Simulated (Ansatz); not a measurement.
**Pressure series in NbP**

Base system: NbP (space group I4_1md, No. 109; a = 3.3471 Å, c = 11.4268 Å).

Cell and atoms are relaxed at each pressure.

Level of theory: PBE/PAW in Ansatz (a first-principles code), without spin-orbit coupling.

```json
[
 {"pressure (GPa)": "-2", "volume per atom (Å³/atom)": "16.178"},
 {"pressure (GPa)": "-1", "volume per atom (Å³/atom)": "16.089"},
 {"pressure (GPa)": "0", "volume per atom (Å³/atom)": "16.002"},
 {"pressure (GPa)": "0.9", "volume per atom (Å³/atom)": "15.925"},
 {"pressure (GPa)": "2.1", "volume per atom (Å³/atom)": "?"},
 {"pressure (GPa)": "9", "volume per atom (Å³/atom)": "15.313"},
 {"pressure (GPa)": "15", "volume per atom (Å³/atom)": "14.926"},
 {"pressure (GPa)": "22.5", "volume per atom (Å³/atom)": "14.502"},
 {"pressure (GPa)": "30", "volume per atom (Å³/atom)": "14.128"}
]
```

Q: Fit the third-order Birch–Murnaghan form P(V) = (3B₀/2)[(V₀/V)^(7/3) − (V₀/V)^(5/3)]·[1 + (3/4)(B₀′ − 4)((V₀/V)^(2/3) − 1)] (squares taken in P) to the rows shown and predict the withheld row.

A: Least squares on the printed values gives V₀ = 16.002 Å³/atom, B₀ = 187 GPa, B₀′ = 4.0; this predicts 15.827 Å³/atom, and the run gives 15.827 Å³/atom, in agreement.

Load acts through the strain it causes; cell and atoms are relaxed under it. Stability against distortions was not tested. Competing high-pressure phases were not computed. The final runs are not spin-polarised.
